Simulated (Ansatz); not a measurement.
Be2C: tensor shear ε_xy = +2.00 %

The parent structure is Be₂C (space group Fm-3m, No. 225; a = 4.311 Å). Axes: x, y, z lie along the cube axes.

It is then changed as follows: a pure shear with ε_xy = ε_yx = 0.0200, atoms relaxed at fixed cell.

Level of theory: PBEsol (Ansatz, a first-principles code), without spin-orbit coupling. Settings: 13×13×13 k-points, 0.05 eV Fermi–Dirac smearing.

```csv
quantity,base,changed,shift
volume per atom,6.67 Å³,6.67 Å³,0.00 Å³
space group,Fm-3m (No. 225),Immm (No. 71),–
shortest interatomic distance,1.867 Å,1.840 Å,-0.027 Å
energy relative to the base (free energy F),0 meV/atom,+7.1 meV/atom,+7.1 meV/atom
"pressure (mean of the normal stresses, compression positive)",0.01 GPa,0.43 GPa,+0.426 GPa
band gap,1.08 eV,0.94 eV,-0.14 eV
gap character,–,"indirect, Γ → X",–
smallest direct gap,4.12 eV,3.62 eV,-0.50 eV
"valence-band top at Γ (three highest levels, from the VBM)","0.00, 0.00, 0.00 eV","0.00, -0.09, -0.16 eV",–
"valley order (the lowest conduction-band minima on the path, energy above the VBM, named in the base's zone)",X along ⟨100⟩ 1.08 eV,X along [001] 0.94 eV; X along [100] 1.00 eV,–
"stress (xx, yy, zz, yz, xz, xy; compression positive)",–,"(0.53, 0.53, 0.23, 0.00, 0.00, -8.47) GPa",–
```

Final structure:

```
CELL_PARAMETERS angstrom
      0.04311     2.15532     2.15532
      2.15532     0.04311     2.15532
      2.19843     2.19843     0.00000
ATOMIC_POSITIONS crystal
  Be 0.25085 0.25085 0.24915
  Be 0.74915 0.74915 0.75085
  C  0.00000 0.00000 0.00000
```

The cells carry an imposed strain or load. Whether these cells are dynamically stable was not tested. k-point labels follow each cell's own Brillouin zone.
